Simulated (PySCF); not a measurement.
PySCF 2.14.0, BP86/def2-svp, df: Sr(Br)(acac) (CC1=CC(C)=[O]->[Sr]([Br])[O]1), 16 atoms. The geometry is a generated start, not checked to be a minimum at this level.

```yaml
task: energy
method: bp86
basis: def2-svp
two_electron_scheme: density fitting
mol.max_memory: 3000 MB
mf.max_cycle: 100
mf.init_guess: minao (default)
mf.DIIS: CDIIS (default)
mf.conv_tol: 1e-09 (default)
mf.grids.level: 3 (default)
effective_core_potentials: those of the basis set, past Kr
basis_functions: 188
grid_points: 209744
```

```xyz
16

Sr     1.6317     2.1855     0.2269
Br     3.1405     4.3873     0.4596
C     -0.7929    -0.2545    -2.4974
C     -0.1463     0.2199    -1.2180
C     -0.3764    -0.5161    -0.0539
C      0.1322    -0.2425     1.2167
C     -0.2398    -1.1710     2.3480
O      0.8848     0.7267     1.5037
O      0.5632     1.2584    -1.2923
H     -1.3737    -1.1588    -2.3534
H     -1.4368     0.5354    -2.8816
H     -0.0166    -0.4329    -3.2402
H     -1.0106    -1.3832    -0.1471
H     -0.7746    -0.6025     3.1078
H     -0.8556    -1.9991     2.0143
H      0.6708    -1.5527     2.8068
```

One run each on 2 threads, 1 BLAS thread. Values of diis_space tried: 3, 5, 8 (default), 12, 20.

### Question
Which value of diis_space needs the fewest Fock builds, and what happens away from it?

### Answer
Fewest Fock builds, within one of each other: 8 (default) with 18, 12 with 18, 20 with 18. The count rises to 39 at 3. All converge to one solution.

```json
[
 {"diis_space": "3", "Fock builds": "39", "end": "same solution"},
 {"diis_space": "5", "Fock builds": "22", "end": "same solution"},
 {"diis_space": "8 (default)", "Fock builds": "18", "end": "same solution"},
 {"diis_space": "12", "Fock builds": "18", "end": "same solution"},
 {"diis_space": "20", "Fock builds": "18", "end": "same solution"}
]
```
